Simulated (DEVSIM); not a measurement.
Device: illuminated Si n-on-p cell, one wavelength, with a back-surface field, at 250 K.

Layer 1 from the left is Si, thickness (μm) 0.0530, Nd (cm⁻³) 8.9e18, τn (s) 8.6e-7, τp (s) 2.1e-6, absorption coefficient (cm⁻¹) 180. Layer 2 from the left is Si, thickness (μm) 36.0, Na (cm⁻³) 4.7e16, τn (s) 4.8e-6, τp (s) 4.8e-6, absorption coefficient (cm⁻¹) 180. Layer 3 from the left is Si, thickness (μm) 0.530, Na (cm⁻³) 1e18, τn (s) 4.8e-6, τp (s) 4.8e-6, absorption coefficient (cm⁻¹) 180.

Left contact: ohmic, minority hole recombination velocity 40000 cm/s. Right contact: ohmic, minority electron recombination velocity 1000 cm/s. Voltage is applied to the left contact. Recombination: SRH at mid-gap, radiative, Auger. Light enters at the left, 1.5e18 photons cm⁻² s⁻¹, one pass, no reflection. Mobility is μmin + (μ − μmin)/(1 + (N/Nref)^α).

Constants are typed, rounded textbook-type inputs, not results; the design itself was drawn at random and stands for no fabricated device. Values at 300 K; Nc and Nv go as T^1.5, mobilities as T to minus their exponent, the gap by Varshni's rule with the affinity fixed.

Si: gap (eV) 1.124, affinity (eV) 4.05, permittivity 11.7, Nc (cm⁻³) 2.86e19, Nv (cm⁻³) 3.1e19, μn (cm²/Vs) 1417, μp (cm²/Vs) 470, μn,min 52, μp,min 45, Nref,n 9.7e16, Nref,p 2.2e17, αn 0.68, αp 0.72, T exponent of μn 2.3, T exponent of μp 2.2, B (cm³/s) 4.7e-15, Cn (cm⁶/s) 2.8e-31, Cp (cm⁶/s) 9.9e-32, Varshni α (eV/K) 0.000473, Varshni β (K) 636.

DEVSIM, 1D drift-diffusion, Boltzmann statistics, complete ionisation; no tunnelling, impact ionisation, image-force lowering or self-heating.

Dark forward current:

```csv
|V| (V),|J| (A/cm²)
0.05,2.918e-12
0.10,1.187e-11
0.15,4.126e-11
0.20,1.390e-10
0.25,4.664e-10
0.30,1.577e-9
0.35,5.461e-9
0.40,2.009e-8
0.45,8.496e-8
0.50,4.597e-7
0.55,3.296e-6
0.60,2.878e-5
0.65,0.0002763
0.70,0.002752
0.75,0.02766
0.80,0.2673
0.85,2.033
0.90,11.87
0.95,75.98
1.00,512.6
1.05,2791
```

**Question.** Work out the local ideality factor n = ΔV / (kT/q · ln(J2/J1)) between the rows 0.10 and 0.15 V, 0.70 and 0.75 V, 1.00 and 1.05 V.

**Answer.** kT/q = 21.54 mV. From 0.10 to 0.15 V: ln(4.126e-11/1.187e-11) = 1.246, n = 1.86, near the 2 of recombination in the depletion region. From 0.70 to 0.75 V: ln(0.02766/0.002752) = 2.308, n = 1.01, near the 1 of diffusion or emission over a barrier. From 1.00 to 1.05 V: ln(2791/512.6) = 1.695, n = 1.37.

**Question.** What current could the absorbed light give at most, and what share is collected?

**Answer.** Σ αd = 0.658, so qΦ(1 − exp(−Σ αd)) = 116 mA/cm². The simulated short-circuit current is 112.5 mA/cm², a share of 0.97.

**Question.** Estimate the open-circuit voltage by superposition: the voltage at which the dark current equals that short-circuit current.

**Answer.** Interpolating ln J in the table gives 0.781 V. The simulation gives 0.781 V, the same within the digits that matter. Superposition holds where collection doesn't change with voltage.

**Question.** Estimate the fill factor from FF0 = (v − ln(v + 0.72))/(v + 1), v = qVoc/(nkT), with n from the dark curve.

**Answer.** The rows about Voc, 0.75 and 0.80 V, give n = 1.02, so v = 35.4 and FF0 = 0.874. The simulation gives 0.875, the same within the digits that matter.
